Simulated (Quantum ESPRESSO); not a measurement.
Troubleshooting Quantum ESPRESSO: a failed run on Na₂MgPb (P6_3/mmc, 8 atoms in the cell). The aim is a self-consistent single point with DFT, PBEsol, plane waves, GBRV 1.5 ultrasoft (PBESOL) pseudopotentials.

Cell that was meant: a = 5.1100 Å, b = 5.1100 Å, c = 10.1710 Å, α = 90.00°, β = 90.00°, γ = 120.00°.

Part of the input:

```fortran
   ecutrho = 200,
   occupations = 'smearing',
   smearing = 'cold',
/
&ELECTRONS
   conv_thr = 1.0d-10,
   mixing_beta = 0.7,
```

Output (repeated stretches shortened):

```
 %%%%%%%%%%%%%%%%%%%%%%%%%%%%%%%%%%%%%%%%%%%%%%%%%%%%%%%%%%%%%%%%%%%%%%%%%%%%%%
     Error in routine  set_occupations (1):
      smearing requires a value for gaussian broadening (degauss)
 %%%%%%%%%%%%%%%%%%%%%%%%%%%%%%%%%%%%%%%%%%%%%%%%%%%%%%%%%%%%%%%%%%%%%%%%%%%%%%

     stopping ...
```

Q: Read the log: what does the program object to, and what is the fix?

A: The fault is smearing without a width. A smearing function needs a non-zero width. To fix it, give the width. The program stopped before any SCF iteration.

An input that runs soundly differs in these lines (not the only fix; some lines may just follow from the change or write a value another way):
```diff
+   degauss = 0.0099958,
```

With that input, the run converged in 8 iterations: free energy E − TS -13044.4891 eV; Fermi level (on the code's own zero) 5.08 eV; pressure -0.32 GPa; largest force (vector length) 0.021 eV/Å (DFT, PBEsol, plane waves, GBRV 1.5 ultrasoft (PBESOL) pseudopotentials).

On the sound input: the starting cell comes from a database of published, mostly measured structures (it also holds non-ambient and calculated ones), without a prior relaxation at this level.
